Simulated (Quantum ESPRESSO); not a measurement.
Quick settings and what they miss: Al2Cu (I4/mcm, 6 atoms in the cell)

Self-consistent single point.

```yaml
crystal:
  lattice:
    - [2.98151, -2.98151, 2.37886]
    - [2.98151, 2.98151, 2.37886]
    - [-2.98151, -2.98151, 2.37886]
  atoms:
    - { symbol: Al, position: [0.50000, 0.65861, 0.84139] }
    - { symbol: Al, position: [0.50000, 0.34139, 0.15861] }
    - { symbol: Al, position: [0.18278, 0.15861, 0.65861] }
    - { symbol: Al, position: [0.81722, 0.84139, 0.34139] }
    - { symbol: Cu, position: [0.00000, 0.25000, 0.25000] }
    - { symbol: Cu, position: [0.00000, 0.75000, 0.75000] }
```

Method of the run: PBE, PSlibrary ultrasoft (PBE) pseudopotentials (plane waves; Quantum ESPRESSO).

Base settings: ecutwfc = 50 Ry; ecutrho = 300 Ry; occupations = smearing; smearing = fd; degauss = 0.0099958 Ry; potentials = {Al: Al.pbe-n-rrkjus_psl.1.0.0.UPF, Cu: Cu.pbe-dn-rrkjus_psl.1.0.0.UPF}; K_POINTS = automatic 11 11 11 0 0 0; conv_thr = 1e-10 Ry; mixing_beta = 0.3.

Tight run (finer mesh or higher cutoff; not a proven limit): ecutwfc: 50 Ry → 70 Ry; ecutrho: 300 Ry → 420 Ry; conv_thr: 1e-10 Ry → 7.3e-11 Ry; K_POINTS: automatic 11 11 11 0 0 0 → automatic 15 15 15 0 0 0. It gave Fermi level (on the code's own zero) 9.97 eV; pressure 6.33 GPa; largest force (vector length) 0.071 eV/Å.

Quick runs, as changes from the base:
- A: the base itself
- B: ecutwfc: 50 Ry → 35 Ry; ecutrho: 300 Ry → 210 Ry; degauss: 0.0099958 Ry → 0.019992 Ry; K_POINTS: automatic 11 11 11 0 0 0 → automatic 8 8 8 1 1 1
- C: ecutwfc: 50 Ry → 44 Ry; ecutrho: 300 Ry → 264 Ry; smearing: fd → mp; pseudopotentials: {Al: Al.pbe-n-rrkjus_psl.1.0.0.UPF, Cu: Cu.pbe-dn-rrkjus_psl.1.0.0.UPF} → {Al: Al.pz-n-rrkjus_psl.1.0.0.UPF, Cu: Cu.pz-dn-rrkjus_psl.1.0.0.UPF}; K_POINTS: automatic 11 11 11 0 0 0 → automatic 6 6 6 1 1 1 [LDA (PZ)]
- D: ecutwfc: 50 Ry → 25 Ry; ecutrho: 300 Ry → 150 Ry; conv_thr: 1e-10 Ry → 7.3e-06 Ry; K_POINTS: automatic 11 11 11 0 0 0 → automatic 4 4 4 0 0 0
- E: ecutwfc: 50 Ry → 25 Ry; ecutrho: 300 Ry → 150 Ry; K_POINTS: automatic 11 11 11 0 0 0 → automatic 2 2 2 0 0 0
- F: ecutwfc: 50 Ry → 25 Ry; ecutrho: 300 Ry → 150 Ry; K_POINTS: automatic 11 11 11 0 0 0 → automatic 8 8 8 1 1 1

Energies are extrapolated to zero smearing width, which holds to low order in the width alone (under cold and Methfessel-Paxton smearing the free energy itself is taken).

Dashes: energy of C, another energy zero; pressure of D, not trusted under this conv_thr with d or f elements; time of D, E, under 30 s.

† marks runs with another functional, U, potentials or spin treatment: their distance from the tight run is not a convergence error alone.

The count of work is k-points × plane waves × bands × iterations; it is no time. Core times come from one kind of shared machine and are given to one figure; runs under 30 s give none.

The starting cell comes from a database of computed structures (which also holds hypothetical and non-ambient phases and stackings), without a prior relaxation at this level. Its lattice was rescaled by a random factor within 2.5 % of one. Spin polarisation is off. In the base run, with a pressure of about 6 GPa the cell is away from its equilibrium volume at this level.

```tsv
run	energy less tight (meV/atom)	pressure less tight (GPa)	largest miss in a force vector (eV/Å)	count of work / tight	core time / tight (rough)
A	5.2	-0.36	0.002	0.18	0.3
B	18.9	-0.10	0.000	0.051	0.07
C†	–	-7.45	0.096	0.032	0.05
D	617.5	–	0.037	0.0047	–
E	492.1	-39.28	0.066	0.0018	–
F	567.7	-39.99	0.003	0.026	0.04
```

Among the runs at the tight run's level, the energy misses run from 5.2 to 617.5 meV/atom.
